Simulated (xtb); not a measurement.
xtb 6.7.1, GFN1-xTB: Ba(F)(nacnac) (CC1=CC(C)=[N](C)->[Ba]([F])[N]1C), 24 atoms. The geometry is a generated start, not checked to be a minimum at this level.

```yaml
method: GFN1-xTB
"--acc": 1 (default)
"--etemp (K)": 300 (default)
detailed input (--input): "none: ANC optimiser, Lindh (1995) Hessian, microcycle=20, maxdispl=1.0, hlow=0.01 (default)"
basis_functions: 76
valence_electrons: 60
```

```xyz
24

Ba    -0.7691    -1.4964    -1.8964
F     -2.2703    -0.9453    -3.1029
C      2.4570     1.4102    -0.2799
C      1.2088     0.5625    -0.3965
C      0.7599    -0.0120     0.7980
C     -0.4547    -0.5979     1.1700
C     -0.6436    -0.8057     2.6571
N     -1.4274    -0.9199     0.3478
C     -2.7021    -1.3404     0.8856
N      0.6175     0.4485    -1.5643
C      1.0944     1.2376    -2.6783
H      2.9321     1.2743     0.6868
H      3.1726     1.1551    -1.0604
H      2.2010     2.4638    -0.3875
H      1.4223     0.1658     1.6343
H      0.3011    -0.7185     3.1848
H     -1.3233    -0.0519     3.0532
H     -1.0689    -1.7862     2.8616
H     -3.4309    -1.2913     0.0778
H     -2.6611    -2.3784     1.2518
H     -3.0414    -0.6969     1.7019
H      2.0429     0.8475    -3.0738
H      1.2409     2.2860    -2.4050
H      0.3423     1.1895    -3.4657
```

The structure is relaxed from this start with --opt LEVEL for the levels crude, sloppy, loose, lax, normal, tight, vtight, extreme, once each. Up to the end of the extreme run atoms move by at most 1.1 Å along an axis.

Which level is enough to come within 1 meV of the tightest end point?

lax: 26 cycles against 43, ending 0.70 meV above.

```
level    cycles  energy above the extreme run (meV)  gradient norm (eV/Å)
-------  ------  ----------------------------------  --------------------
crude         4                                  92                  0.25
sloppy        8                                  76                  0.15
loose        23                                 2.6                 0.058
lax          26                                0.70                 0.025
normal       29                                0.20                 0.012
tight        32                               0.078                0.0062
vtight       42                          under 0.01               0.00100
extreme      43                                   —               0.00075
```
